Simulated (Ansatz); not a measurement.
An Ansatz (a first-principles code) input (Kohn–Sham DFT with the PBEsol functional, run in Ansatz with PAW and 420 eV plane waves, scalar-relativistic without spin-orbit coupling):

Ansatz 0.2 input:
```yaml
crystal:
  lattice:
    - [5.083103501, -0.018794327, -0.0126988695]
    - [-2.557828115, 4.3881791329, -0.0035483545]
    - [-0.0076634354, -0.0068970918, 3.0151020135]
  atoms:
    - { symbol: Mg, position: [0, 0, 0] }
    - { symbol: Mg, position: [0.3333333333, 0.6666666667, 0.5] }
    - { symbol: Mg, position: [0.6666666667, 0.3333333333, 0.5] }
basis: { ecutwfc: 420, ecutrho_ratio: 4, xc_grid: 2, fft_grid_basis: typed }
kpoints: { mp_grid: { grid: [13, 13, 19] } }
hamiltonian:
  xc: pbesol
  dispersion: none
  pseudopotentials: { kind: paw }
scf: { occupations: { method: fermi_dirac, width: 0.1 }, convergence: { dr2_threshold: 0.0000000003 } }
relax: { f_tol: 0.005, max_steps: 50 }
output: { forces: true, stress: true }
checkpoint: { write: state.ck, write_every: 1000 }
```

Question: Which symmetry and how many k-points will the program report, and about how many plane waves at Γ?

Answer: Space group P-1 (ITA 2) with 2 operations, k-points 1606 of 3211, and 1297 plane waves at Γ.

Question: And the final pressure?

Answer: 0.75 GPa (compression positive).

The cells carry an imposed strain or load. Stability against distortions was not tested. The cell was made from Mg (space group P6/mmm, No. 191; a model cell, its experimental status unchecked) by this change: strain tensor (xx, yy, zz, yz, xz, xy) = (+0.07, −0.46, −1.64, −0.23, −0.25, −0.37) %. This is not the structure that Mg has at room temperature and ambient pressure.
